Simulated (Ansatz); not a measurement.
How the smallest direct gap on the k points sampled of CsGeBr3 (Cm, No. 8; start mp-642739) moves with the method

No measured value is used here.

```json
[
 {"level (code)": "LDA (Ansatz)", "value (eV)": "0.65"},
 {"level (code)": "PBEsol+SOC (Ansatz)", "value (eV)": "0.54"},
 {"level (code)": "r²SCAN+SOC (Ansatz)", "value (eV)": "0.81"},
 {"level (code)": "HSE06+SOC (Ansatz)", "value (eV)": "1.12"},
 {"level (code)": "PBE0 (Ansatz)", "value (eV)": "1.84"}
]
```

Computed values are for a static lattice. Levels without +SOC have no spin–orbit coupling; where heavier elements are present it shifts gaps, mostly down, and can invert bands.  Values are at the PBEsol cell. Cutoffs and k meshes differ between the levels. Ansatz's density-functional and Hartree–Fock values are scalar-relativistic unless marked +SOC, with PAW data made under PBE.

A start named mp-… is a Materials Project structure, which can be a computed phase never made.

Ansatz is an electronic-structure program.
